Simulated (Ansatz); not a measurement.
# The (111) surface of tetragonal MoSi2 in its 1x1 cell (cut with top plane Si, bottom plane Si), outermost plane spacing 0.36 Å in the ideal cut

The numbers are results of PBE (plane waves to 420 eV, PAW; Ansatz, an electronic-structure program), not measurements.

Set-up: 30 atoms, Mo10Si20, 10.6 Å thick at the start; mesh 9x5x1; 0.1 eV smearing; dipole correction on; all atoms relaxed; held to the part of the start's symmetry that mesh and held atoms allow; no spin, no spin-orbit, no U.

| Item | Value |
|---|---|
| work function of the top face | 4.49 eV |
| energy released by relaxation | 0.78 eV |
| cost | very roughly 22 core-minutes |
